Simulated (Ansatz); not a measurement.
# What isotropic strain −3.52 % does to MgO

The reference is MgO in the rock salt structure (space group Fm-3m, No. 225; a = 4.2544 Å).

The change: the cell is scaled by 0.9648 in all directions; the atoms relax in the strained cell.

The values are results of PBE (Ansatz, a program for electronic structure), no spin-orbit coupling, earlier PAW set, not measurements. k-mesh 13×13×13 (Γ-centred); smearing 0.05 eV (Fermi–Dirac).

- Volume per atom = 8.64 Å³ (base 9.63 Å³)
- Space group = Fm-3m (No. 225) (base Fm-3m (No. 225))
- Shortest interatomic distance = 2.052 Å (base 2.127 Å)
- Energy relative to the base (free energy F) = +56 meV/atom
- Pressure = 19.99 GPa (base 0.00 GPa)
- Band gap = 5.54 eV (base 4.46 eV)
- Gap character = direct at Γ (base direct at Γ)
- Electron mass = 0.38 mₑ (at Γ) (base 0.34 mₑ (at Γ))
- Hole mass (degenerate bands, along [100]) = 0.41, 2.0, 2.0 mₑ (at Γ) (base 0.38, 2.2, 2.2 mₑ (at Γ))

Final structure:

```
MgO
1.0
    0.00000     2.05235     2.05235
    2.05235     0.00000     2.05235
    2.05235     2.05235     0.00000
O Mg
1 1
Direct
  0.00000   0.00000   0.00000
  0.50000   0.50000   0.50000
```

Cost of the whole job for the changed cell (relaxation, final SCF and bands): around 4 core-seconds (rough).

Effective masses come from finite differences of ±0.01 Å⁻¹. Whether these cells are dynamically stable was not tested.
